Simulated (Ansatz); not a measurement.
## Ru: response to strain

The reference is Ru in the hcp (Mg type) structure (space group P6_3/mmc, No. 194).

```
Ru
1.0
    2.69188     0.00000     0.00000
   -1.34594     2.33123     0.00000
    0.00000     0.00000     4.24566
Ru
2
Cartesian
  0.00000   1.55416   3.18424
  1.34594   0.77708   1.06141
```

Cartesian axes are those of the cell as printed.

Strains are applied to the cell and any free atomic positions relax; under biaxial strain the out-of-plane vector relaxes too; under stress the whole cell relaxes.

Levels (all Ansatz, a program for electronic structure, PAW): PBEsol (420 eV, scalar-relativistic without spin-orbit coupling); r2SCAN (500 eV, spin-orbit coupling left out).

Pressures by level, all at the geometries relaxed with PBEsol:

```json
[
 {"case": "base", "PBEsol": "0.0 GPa", "r2SCAN": "4.4 GPa"},
 {"case": "biaxial strain −4.86 %, plane normal [001], relaxed out of plane", "PBEsol": "31.4 GPa", "r2SCAN": "36.8 GPa"},
 {"case": "biaxial strain −3.35 %, plane normal [001], relaxed out of plane", "PBEsol": "19.8 GPa", "r2SCAN": "24.9 GPa"},
 {"case": "biaxial strain −0.63 %, plane normal [001], relaxed out of plane", "PBEsol": "3.2 GPa", "r2SCAN": "7.7 GPa"},
 {"case": "isotropic strain −3.00 %", "PBEsol": "39.5 GPa", "r2SCAN": "45.2 GPa"},
 {"case": "uniaxial stress, 8 GPa compression along x", "PBEsol": "2.7 GPa", "r2SCAN": "7.2 GPa"}
]
```

Single points use the geometry relaxed with PBEsol. Their cutoffs differ, which shifts pressures a little. Without a gap, meshes like the base's 20×20×11 leave anisotropic stresses uncertain by several tenths of a GPa, and small strain energies with them. Beyond what the load breaks, stability against distortions was not tested. All final runs are without spin polarisation.
